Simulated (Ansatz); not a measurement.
**H2O on the (000-1) surface of 4H silicon carbide (H on every top atom; a constructed slab, bottom: 1 H on 1 bottom sites), one in a cell of 33 Å², started at the site 'hollow H-H-H over Si at depth 1.7 Å'**

Host crystal: 4H silicon carbide, with a band gap (PBE, scalar-relativistic without spin-orbit coupling).

Method: HSE06, at the PBE geometry (plane waves to 420 eV, PAW; Ansatz, a program for electronic structure).

Slab: 43 atoms, 10.8 Å thick at the start with caps and adatoms under the adsorbate (thin: gaps and levels are the slab's own); k 3x3x1, smearing 0.01 eV, dipole-corrected; single point; no symmetry held, on the structure that PBE left; no spin, no spin-orbit, no U, no dispersion correction. At the end no host atom lies within bonding distance. In PBE it is, or lies within 0.03 eV of, the lowest of the starts that converged; the order may differ at this level.

| Item | Value |
|---|---|
| adsorption energy against H2O(g) at the same level | -0.046 eV |
| gap of the slab on its k-mesh | 3.44 eV |
| highest filled level below the top vacuum level | 4.71 eV |
| change of the step from the bottom to the top vacuum level, against the clean slab | 0.15 eV |
| height of the binding atom over the mean of the host atoms within 0.3 Å of the top one | 2.587 Å |
| nearest host atoms of the binding atom | H at 2.95 Å, H at 3.26 Å, H at 3.28 Å |
| cost | roughly 30 core-minutes |

A negative adsorption energy means that the adsorbate is more stable on the surface than in its reference.
